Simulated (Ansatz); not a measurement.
L1₂ (Cu3Au-type) Ni3Si, treated with r²SCAN (Ansatz, a quantum-chemistry and plane-wave program, plane waves, PAW).

Run with plane-wave cutoff 600 eV, 12×12×12 k mesh, Fermi–Dirac smearing 0.1 eV, finite displacements, no spin polarisation, scalar-relativistic PAW data made under PBE.

Computed at the level's own relaxed cell.

Space group Pm-3m (No. 221); a = 3.465 Å, b = 3.465 Å, c = 3.465 Å, α = 90.00°, β = 90.00°, γ = 90.00°

```csv
atom,site,symmetry,x,y,z
Si,1a,m-3m,0.0000,0.0000,0.0000
Ni,3c,4/mm.m,0.0000,0.5000,0.5000
```

Harmonic phonon frequencies (cm⁻¹; i marks an imaginary mode):

| q point | frequencies |
|---|---|
| Γ | 0 0 0 210 210 210 241 241 241 338 338 338 |
| X | 151 151 184 184 203 230 268 282 282 305 305 335 |
| M | 83 191 192 192 203 203 265 284 293 310 310 319 |

No imaginary mode appears at these points.
